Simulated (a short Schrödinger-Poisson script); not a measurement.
System: symmetric double-gate stack, Al2O3 on p-type GaN, at 400 K.

```csv
layer,material,thickness (nm),Na (cm⁻³)
1,Al2O3,3.1,-
2,GaN,10,1e15
3,Al2O3,3.1,-
```

Constants are typed, rounded textbook-type inputs, not results; the design itself was drawn at random and stands for no fabricated device. Al2O3: permittivity 9, conduction-band edge (eV) 2.75, gap (eV) 6.8, electron mass (mₑ) 0.3. GaN: permittivity 9.5, conduction-band edge (eV) 0, gap (eV) 3.43, Nv at 300 K (cm⁻³) 4.6e19.

Channel valleys (confinement mass, in-plane density-of-states mass, number): Γ 0.2, 0.2, 1. At the gates, both at one voltage, the conduction-band edge of layer 1 lies 2.83 eV − eVg above the Fermi level of the channel. Gaps are held at their typed values at every temperature. Mesh 0.03 nm at interfaces.

From a short Schrödinger-Poisson script (our own, NumPy): 1D Poisson equation in equilibrium, electrons quantum, Hartree (BenDaniel-Duke, 12 states a valley, the channel's in-plane mass for all, wave functions free to enter the dielectric), parabolic valleys, classical holes, full ionisation, no traps, pinning or gate leakage.

The same stack at other levels of the model or other numerical settings:

| run | sheet density of all electrons at Vg = 0.8 V (cm⁻²) | sheet density of all electrons at Vg = 0.2 V (cm⁻²) | capacitance of both gates at Vg = 0.8 V (μF/cm²) | gate voltage at 1e11 electrons/cm² (V) | rough cost against the base |
|---|---|---|---|---|---|
| base | 1.31e13 | 2.14e12 | 3.28 | -0.02 | about 1 |
| electrons treated as classical, Boltzmann | 1.83e13 | 2.95e12 | … | -0.04 | 0.04 |
| electrons treated as classical, Fermi-Dirac | … | … | 3.53 | -0.04 | 0.1 |
| electrons treated as quantum, Hartree plus LDA exchange-correlation | 1.39e13 | 2.49e12 | 3.39 | -0.03 | 2 |
| mesh six times as coarse | 1.30e13 | 2.13e12 | 3.27 | -0.02 | 0.3 |

Question: Fill in the missing entries.

Answer: 
- electrons treated as classical, Fermi-Dirac, sheet density of all electrons at Vg = 0.2 V (cm⁻²): 2.71e12
- electrons treated as classical, Fermi-Dirac, sheet density of all electrons at Vg = 0.8 V (cm⁻²): 1.50e13
- electrons treated as classical, Boltzmann, capacitance of both gates at Vg = 0.8 V (μF/cm²): 4.57

The classical rows ignore confinement, and Boltzmann statistics overrate the density once the band edge passes the Fermi level.

In real p-type GaN the Mg acceptor is only partly ionised, and so wide a gap doesn't supply an inversion layer without source and drain.
